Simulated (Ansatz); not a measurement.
Results of r²SCAN+SOC in Ansatz (plane waves, PAW) for fluorite HfO₂ (high-temperature phase).

Settings: plane-wave cutoff 560 eV, 12×12×12 k mesh, Fermi–Dirac smearing 0.01 eV, PAW data made under PBE.

The volume scan:

```tsv
V (Å³/atom)	E − E_lowest (meV/atom)	P (GPa)
10.128	36.60	19.11
10.343	15.70	12.07
10.559	3.80	5.73
10.774	0.00	0.02
10.990	3.50	-5.14
11.205	13.59	-9.79
11.421	29.62	-13.98
```

Question: Estimate the bulk modulus and its pressure derivative from these points.

Answer: V0 = 10.775 Å³/atom, B0 = 271 GPa, B′ = 4.2 (fit to the energies at full precision).

Measured, for comparison: bulk modulus 242 ± 16 GPa (room temperature, no zero-point or thermal correction, nanocrystalline cubic HfO2, second-order Birch-Murnaghan; as tabulated in High-pressure structural stability, equation of state, and thermal expansion …). Computed less measured: bulk modulus +12 %.

Note: symmetry holds this phase in the static calculation, where it need not be a minimum; held by symmetry at 0 K, a high-temperature phase can be a saddle point.

Static lattice: no zero-point or thermal effects.

Cost on a shared machine: about 11 core-minutes (a rough figure).

Ansatz is an electronic-structure program.
